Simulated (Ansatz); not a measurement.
Effect of Co → Hg on CoSi2

Consider CoSi$_{2}$ (space group Fm-3m, No. 225; a = 5.315 Å; non-magnetic).

Perturbation: Hg takes the place of Co on all its sites; the structure is relaxed again.

The values are results of r2SCAN (Ansatz, an electronic-structure program; PAW; 500 eV plane waves; no spin-orbit coupling), earlier PAW set, not measurements. Γ-centred 13×13×13 mesh, Fermi–Dirac width 0.05 eV, for the changed cell.

```
quantity                        base          changed        shift
-------------------  ---------------  ---------------  -----------
volume per atom             12.51 Å³         21.27 Å³     +8.76 Å³
density                   5.09 g/cm³       6.68 g/cm³  +1.59 g/cm³
lattice parameter a          5.315 Å          6.343 Å     +1.028 Å
space group          Fm-3m (No. 225)  Fm-3m (No. 225)            –
band gap                        zero             zero            –
```

Whether these cells are dynamically stable was not tested. As relaxed here, HgSi2 is a hypothetical phase, not in the database extracts checked. Starting moments died away, wholly or in part, for the base; another magnetic solution may exist. The final runs are not spin-polarised. An odd electron count without spin: CoSi2.
